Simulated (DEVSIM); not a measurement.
Structure: abrupt GaAs n-p junction, at 350 K.

Layer 1 from the left is GaAs, thickness (μm) 9.40, Nd (cm⁻³) 1e17, τn (s) 5e-10, τp (s) 5e-10. Layer 2 from the left is GaAs, thickness (μm) 0.850, Na (cm⁻³) 2.4e16, τn (s) 5e-10, τp (s) 5e-10.

Left contact: ohmic. Right contact: ohmic. Voltage is applied to the left contact. Recombination: SRH at mid-gap. Mobility is μmin + (μ − μmin)/(1 + (N/Nref)^α).

This is a model device: material constants are rounded textbook-type values typed into the input, and sizes, dopings and lifetimes were drawn at random. Values at 300 K; Nc and Nv go as T^1.5, mobilities as T to minus their exponent, the gap by Varshni's rule with the affinity fixed.

GaAs: gap (eV) 1.424, affinity (eV) 4.07, permittivity 12.9, Nc (cm⁻³) 4.7e17, Nv (cm⁻³) 9e18, μn (cm²/Vs) 8500, μp (cm²/Vs) 400, μn,min 500, μp,min 20, Nref,n 6e16, Nref,p 1.5e17, αn 0.39, αp 0.38, T exponent of μn 2.1, T exponent of μp 2.2, Varshni α (eV/K) 0.000541, Varshni β (K) 204.

### Question
Estimate by hand the built-in potential, the peak field at zero bias, the capacitance at 6 V, and compare with a numerical solution.

### Answer

- Built-in potential: ni = √(Nc Nv) exp(−Eg/2kT) = 2.12e8 cm⁻³ with Eg = 1.401 eV; Vbi = kT/q ln(Na Nd/ni²) = 1.162 V; numerical 1.162 V.
- Peak field at zero bias: depletion approximation: W = √(2εVbi/(qN)) = 0.293 μm with N = 1.94e16 cm⁻³; field = 2Vbi/W = 79400 V/cm; numerical 77300 V/cm (estimate above by 2.7 %).
- Capacitance at 6 V: C = √(qεN / 2(Vbi + |V|)) = 15.7 nF/cm²; numerical 15.8 nF/cm².

Simulated with DEVSIM: 1D drift-diffusion, Boltzmann statistics, complete ionisation; no tunnelling, impact ionisation, image-force lowering or self-heating.
